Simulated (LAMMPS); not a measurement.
An MD run on ZnS (zinc blende), 4096 atoms, at 2400 K and 0 GPa, heated as the crystal.

All values are model results, not measurements: classical MD, pair style sw, file CdTeZnSeHgS0.sw; code LAMMPS.

```json
{
  "state_found": "crystal; no diffusion seen in 30 ps",
  "density": "3.8030 ± 0.0002 g/cm³",
  "volume_per_atom": "21.273 ± 0.001 Å³",
  "enthalpy_per_atom": "-2.4101 ± 0.0005 eV",
  "first peak of g(r), S-Zn": "2.39 Å, height 6.4",
  "coordination number of S by Zn": "4.00 (counted to 3.30 Å)",
  "coordination number of Zn by S": "4.00 (counted to 3.30 Å)",
  "most common S-Zn-S angle": "in the 3° bin centred on 109.5° (mean of all 109°)",
  "mean_frequency_of_the_velocity_spectrum": "8.1 THz",
  "cost": "around 6 core-minutes (rough)"
}
```

Potential: file CdTeZnSeHgS0.sw of the LAMMPS distribution; its header cites Zhou, Ward, Martin, van Swol, Cruz-Campa, and D. Zubia, Phys. Rev. B, 88, 085309 (2013).

Caution: in nature this polymorph isn't the stable one over the whole range of temperature at this pressure, and short runs keep a crystal in its starting form. Caution: this crystal lies over the melting point of about 2210 K that CdTeZnSeHgS0.sw gives, so it is superheated.

States go by the mean squared displacement: a species diffuses where it passes 1.5 Å², still rises and gives D over 1e-6 cm²/s; a crystal has left its structure where atoms lie 0.35 Å off their sites on average or a cubic box changes its shape by 3 %.

The ± values are statistical; the model's systematic error is not in them.

| r (Å) | g(r), S-Zn |
|---|---|
| 1.860 | 0.000 |
| 1.900 | 0.001 |
| 1.940 | 0.003 |
| 1.980 | 0.016 |
| 2.020 | 0.045 |
| 2.060 | 0.143 |
| 2.100 | 0.403 |
| 2.140 | 0.902 |
| 2.180 | 1.68 |
| 2.220 | 2.77 |
| 2.260 | 3.99 |
| 2.300 | 5.14 |
| 2.340 | 5.93 |
| 2.380 | 6.42 |
| 2.420 | 6.16 |
| 2.460 | 5.67 |
| 2.500 | 4.84 |
| 2.540 | 3.93 |
| 2.580 | 2.98 |
| 2.620 | 2.10 |
| 2.660 | 1.49 |
| 2.700 | 1.03 |
| 2.740 | 0.682 |
| 2.780 | 0.453 |
| 2.820 | 0.273 |
| 2.860 | 0.177 |
| 2.900 | 0.125 |
| 2.940 | 0.077 |
| 2.980 | 0.051 |
| 3.020 | 0.027 |
| 3.060 | 0.022 |
| 3.100 | 0.015 |
| 3.140 | 0.008 |
| 3.180 | 0.005 |
| 3.220 | 0.008 |
| 3.260 | 0.005 |
| 3.300 | 0.006 |
| 3.340 | 0.010 |
| 3.380 | 0.010 |
| 3.420 | 0.008 |
| 3.460 | 0.014 |
| 3.500 | 0.017 |
| 3.540 | 0.025 |
| 3.580 | 0.035 |
| 3.620 | 0.038 |
| 3.660 | 0.063 |
| 3.700 | 0.073 |
| 3.740 | 0.099 |
| 3.780 | 0.128 |
| 3.820 | 0.174 |
| 3.860 | 0.217 |
| 3.900 | 0.289 |
| 3.940 | 0.366 |
| 3.980 | 0.456 |
| 4.020 | 0.553 |
| 4.060 | 0.662 |
| 4.100 | 0.808 |
| 4.140 | 0.981 |
| 4.180 | 1.12 |
| 4.220 | 1.30 |
| 4.260 | 1.48 |
| 4.300 | 1.64 |
| 4.340 | 1.81 |
| 4.380 | 1.97 |
| 4.420 | 2.09 |
| 4.460 | 2.22 |
| 4.500 | 2.33 |
| 4.540 | 2.35 |
| 4.580 | 2.36 |
| 4.620 | 2.35 |
| 4.660 | 2.28 |
| 4.700 | 2.22 |
| 4.740 | 2.12 |
| 4.780 | 1.92 |
| 4.820 | 1.78 |
| 4.860 | 1.60 |
| 4.900 | 1.43 |
| 4.940 | 1.27 |
| 4.980 | 1.07 |
| 5.020 | 0.931 |
| 5.060 | 0.768 |
| 5.100 | 0.650 |
| 5.140 | 0.525 |
| 5.180 | 0.445 |
| 5.220 | 0.363 |
| 5.260 | 0.313 |
| 5.300 | 0.278 |
| 5.340 | 0.244 |
| 5.380 | 0.261 |
| 5.420 | 0.278 |
| 5.460 | 0.313 |
| 5.500 | 0.360 |
| 5.540 | 0.431 |
| 5.580 | 0.540 |
| 5.620 | 0.627 |
| 5.660 | 0.733 |
| 5.700 | 0.856 |
| 5.740 | 0.981 |
| 5.780 | 1.09 |
| 5.820 | 1.20 |
| 5.860 | 1.30 |
| 5.900 | 1.39 |
| 5.940 | 1.43 |
